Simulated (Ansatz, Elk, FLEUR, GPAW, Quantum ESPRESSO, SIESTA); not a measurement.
Code comparison for GaSb (F-43m, 2 atoms in the cell)

Self-consistent single point.

```xyz
2
Lattice="0.0000 3.0500 3.0500 3.0500 0.0000 3.0500 3.0500 3.0500 0.0000" Properties=species:S:1:pos:R:3 pbc="T T T"
Ga     0.0000     0.0000     0.0000
Sb     1.5250     1.5250     1.5250
```

Shared settings, as Ansatz (a program for electronic structure) writes them: kpoints.mp_grid.grid = 4 4 4; scf.occupations.method = fermi_dirac; scf.occupations.width = 0.01 eV. Potentials and cutoffs stand in the table.

```json
[
 {"code": "Elk", "model": "PBE, all-electron FP-LAPW, Elk's shipped species files, default APW+lo basis", "pressure (GPa)": "–", "gap on the mesh (eV)": "0.074", "cutoff": "default"},
 {"code": "Quantum ESPRESSO", "model": "PBE, PSlibrary PAW (PBE) pseudopotentials", "pressure (GPa)": "2.94", "gap on the mesh (eV)": "0.113", "cutoff": "70 Ry"},
 {"code": "FLEUR", "model": "PBE, all-electron FLAPW (FLEUR), scalar-relativistic valence", "pressure (GPa)": "–", "gap on the mesh (eV)": "0.092", "cutoff": "Kmax 4.3 1/bohr"},
 {"code": "Ansatz", "model": "PBE, default PAW files", "pressure (GPa)": "2.98", "gap on the mesh (eV)": "0.090", "cutoff": "default"},
 {"code": "SIESTA", "model": "GGA PBE, numerical atomic orbitals DZP, PseudoDojo PBE standard norm-conserving potentials (rewritten from UPF to PSML)", "pressure (GPa)": "3.59", "gap on the mesh (eV)": "0.094", "cutoff": "grid 300 Ry"},
 {"code": "GPAW", "model": "PBE, GPAW PAW datasets PBE (gpaw-data 1.0.1)", "pressure (GPa)": "3.04", "gap on the mesh (eV)": "0.147", "cutoff": "600 eV"}
]
```

A dash marks a value that a program does not give, or that is left out as unsure.

Gaps are read on the mesh.

On Ansatz's run: spin-orbit coupling is off.

The spread over the programs that give each value: pressure within 0.65 GPa; gap on the mesh within 0.073 eV.

SIESTA uses small atom-centred bases, whose incompleteness enters pressures, forces and empty levels differently from a plane-wave cutoff. Elk and FLEUR treat all electrons, but the usual bases taken here (sphere radii, linearisation, local orbitals, empty states) were not tested for convergence, so the values are no reference for the others. Ansatz's pressure is given at a fixed set of plane waves, as the other plane-wave codes print theirs; with its correction for the finite basis it is 3.01 GPa.

On the base mesh (8 8 8) the same programs gave: Ansatz pressure 2.75 GPa, gap on the mesh 0.096 eV; Quantum ESPRESSO pressure 2.71 GPa, gap on the mesh 0.120 eV; GPAW pressure 2.82 GPa, gap on the mesh 0.155 eV; Elk gap on the mesh 0.081 eV; FLEUR gap on the mesh 0.099 eV; SIESTA pressure 3.36 GPa, gap on the mesh 0.102 eV.

The starting cell has typed, rounded lattice constants, without a prior relaxation at this level.

Left out of this page: CP2K (on another mesh).

Keys are those of Ansatz 0.2.
